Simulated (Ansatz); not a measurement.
Functionals compared on O on the 1x1 (10-10) surface of wurtzite ZnO (cut with top plane O + Zn), one in a 2x1 cell, started at the site 'top Zn', in Ansatz (plane waves, PAW). The structure was relaxed with PBE; the other rows are single points on it, each with its references at the same level. Cutoff 420 eV (500 eV for r2SCAN). The points keep PBE's geometry, so the relaxation of a polaron and the settling of charge on one site are left out.

Host crystal: wurtzite ZnO, with a band gap (PBE, scalar-relativistic without spin-orbit coupling).

Slab: 33 atoms, 9.4 Å thick at the start under the adsorbate (thin: gaps and levels are the slab's own); k 3x4x1, smearing 0.01 eV, dipole-corrected; 16 atoms held, the rest relaxed; symmetry of the start imposed; spin-polarised, ending with about 2.0 μB a cell, a value that depends on the mesh; orders that need a larger cell were not tried, no spin-orbit, no U, no dispersion correction. Its gap by band count is narrow, 0.08 eV on this mesh, and the smearing reaches across it. It is one chosen start, not shown to be the lowest state of the adsorbate. These notes are the PBE run's. r2SCAN: The program's check for a lower electronic state was not made. Adsorption energies are against ½ O2(g). A negative adsorption energy means that the adsorbate is more stable on the surface than in its reference.

```
functional  adsorption energy (eV)
----------  ----------------------
PBE                           2.01
RPBE                          2.00
r2SCAN                        1.85
```

Ansatz is an electronic-structure program.
